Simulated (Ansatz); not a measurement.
Consider BaF2 in the fluorite structure (space group Fm-3m, No. 225; a = 6.137 Å).

The values are results of PBEsol (Ansatz, a program for electronic structure, PAW, spin-orbit coupling left out), not measurements.

For the base:

```
Quantity                      Value
-------------------  --------------
Smallest direct gap         6.95 eV
Electron mass        0.48 mₑ (at Γ)
Pressure                   0.0 kbar
```

Now apply this change: an isotropic linear strain of +2.24 %; the atoms relax in the strained cell.

Problem. What does the calculation give for the smallest direct gap, electron mass and pressure after the change?

Solution. The smallest direct gap decreases by 0.32 eV, from 6.95 eV to 6.63 eV; the electron mass changes from 0.48 mₑ (at Γ) to 0.49 mₑ (at Γ); the pressure goes from zero to -35.0 kbar.

Effective masses come from finite differences of ±0.01 Å⁻¹. Stability against distortions was not tested.
